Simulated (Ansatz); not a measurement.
InP (model structure, within 0.1 Å of P6₂22, No. 180, 6 atoms in the cell), treated with LDA (PAW; Ansatz, a program for electronic structure).

Settings: plane-wave cutoff 520 eV, 18×18×6 k mesh (along the axes of the cell as run), Fermi–Dirac smearing 0.05 eV, scalar-relativistic PAW data made under PBE.

Cell (relaxed with PBEsol):

Space group P6₂22 (No. 180); a = 4.121 Å, b = 4.121 Å, c = 9.250 Å, α = 90.00°, β = 90.00°, γ = 120.00°

| atom | site | symmetry | x | y | z |
|---|---|---|---|---|---|
| In | 3d | 222 | 0.5000 | 0.0000 | 0.5000 |
| P | 3c | 222 | 0.5000 | 0.0000 | 0.0000 |

Give the computed band gap and smallest direct gap on the k points sampled.


* **band gap**: 0.01 eV (under three smearing widths, so not firm)
* **smallest direct gap on the k points sampled**: 0.15 eV (under three smearing widths, so not firm)

Note: cell and atoms aren't relaxed at this level (pressure -1.9 GPa).

Spin–orbit coupling is not included; it can close the smallest gap of 0.01 eV.

The computed numbers hold no vibrational or temperature effects.

The result took around 2.0 core-minutes (rough).

A model structure was made by putting elements into a prototype or built by hand; it is no filed structure, need not be a known phase, and can be a saddle point held by its symmetry.
